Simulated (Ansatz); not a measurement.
YAs: uniaxial strain ε_yy = +4.08 %

Take YAs in the rock salt structure (space group Fm-3m, No. 225; a = 5.748 Å; relaxed with 0.1 eV smearing) as the base. Axes: x, y, z lie along the cube axes.

One thing is altered: the cell is stretched by 4.08 % along y with no lateral relaxation; the atoms relax in the strained cell.

The values are results of Ansatz (an electronic-structure program) PBEsol, scalar-relativistic without spin-orbit coupling, not measurements. Γ-centred 17×17×17 mesh, Fermi–Dirac width 0.1 eV.

Volume per atom: 24.71 Å³ (base 23.74 Å³)
Energy relative to the base (free energy F): +21 meV/atom
Pressure (mean of the normal stresses, compression positive): -2.8 GPa (base 0.0 GPa)
Band gap: zero (base zero)
Stress (xx, yy, zz, yz, xz, xy; compression positive): (-1.0, -6.3, -1.0, 0.0, 0.0, 0.0) GPa

Cost of the whole job for the changed cell (relaxation, final SCF and bands): roughly 23 core-seconds.

Stability against distortions was not tested. The final runs are not spin-polarised. The zero or small gap of YAs can change with the level of theory.
